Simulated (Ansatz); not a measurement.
## PBE against PBEsol: InP

Start from InP in the zinc blende structure (space group F-43m, No. 216; a = 5.960 Å).

(Cell as relaxed with PBE.)

Levels (all Ansatz, an electronic-structure program, PAW, earlier PAW set): PBE (420 eV, spin-orbit coupling left out); PBEsol (420 eV, no spin-orbit coupling).

Each level relaxes its own structure.

```csv
quantity,PBE,PBEsol
volume per atom,26.46 Å³,___
lattice parameter a,5.960 Å,___
band gap,0.44 eV,___
gap character,direct at Γ,___
electron mass,0.037 mₑ,___
"hole mass (degenerate bands, along [100])","0.037, 0.46, 0.46 mₑ",___
```

### Question
Predict the PBEsol column.

### Answer

- volume per atom, PBEsol: 25.40 Å³
- lattice parameter a, PBEsol: 5.879 Å
- band gap, PBEsol: 0.57 eV
- gap character, PBEsol: direct at Γ
- electron mass, PBEsol: 0.045 mₑ
- hole mass (degenerate bands, along [100]), PBEsol: 0.045, 0.43, 0.43 mₑ

PBE's volume per atom lies 1.06 Å³ above PBEsol's (4.2 %); PBE's lattice parameter a lies 0.081 Å above PBEsol's (1.4 %); PBE's band gap lies 0.125 eV below PBEsol's; the two agree on the gap character. Neither level is exact; PBEsol is the comparison here, not a measurement.

Effective masses come from finite differences of ±0.01 Å⁻¹. Stability against distortions was not tested.
